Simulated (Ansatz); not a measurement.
**CoSi2: thickness series**

Start from CoSi$_{2}$ (space group Fm-3m, No. 225; a = 5.315 Å; non-magnetic). Axes: x, y, z lie along the cube axes.

Free-standing slabs (3 atom(s) a layer) normal to [111] with 15 Å of vacuum; in-plane cell held at bulk.

All numbers come from r2SCAN (Ansatz, a quantum-chemistry and plane-wave program; PAW; 500 eV plane waves; no spin-orbit coupling).

Notes on the quantities. excess energy per area of both faces: slab less bulk energy over the cell's area: twice a surface energy; uncertain by up to 0.2 J/m².

```csv
case,shortest interatomic distance,excess energy per area of both faces,change of the spacing d12 from its bulk value of 0.767 Å,thickness between the outermost nuclei
base,2.301 Å,–,–,–
1 layer,2.246 Å,–,-24.5 %,1.16 Å
2 layers,2.267 Å,3.2 J/m²,-14.3 %,4.39 Å
3 layers,2.269 Å,3.5 J/m²,-13.6 %,7.54 Å
4 layers,2.266 Å,3.4 J/m²,-14.7 %,10.46 Å
5 layers,2.266 Å,3.3 J/m²,-14.9 %,13.58 Å
6 layers,2.267 Å,3.4 J/m²,-14.2 %,16.67 Å
```

The excess energy carries the mismatch between the slab's and the bulk's meshes. Whether these cells are dynamically stable was not tested. Starting moments died away, wholly or in part, for the base; another magnetic solution may exist. The final runs are not spin-polarised. An odd electron count without spin: CoSi2.
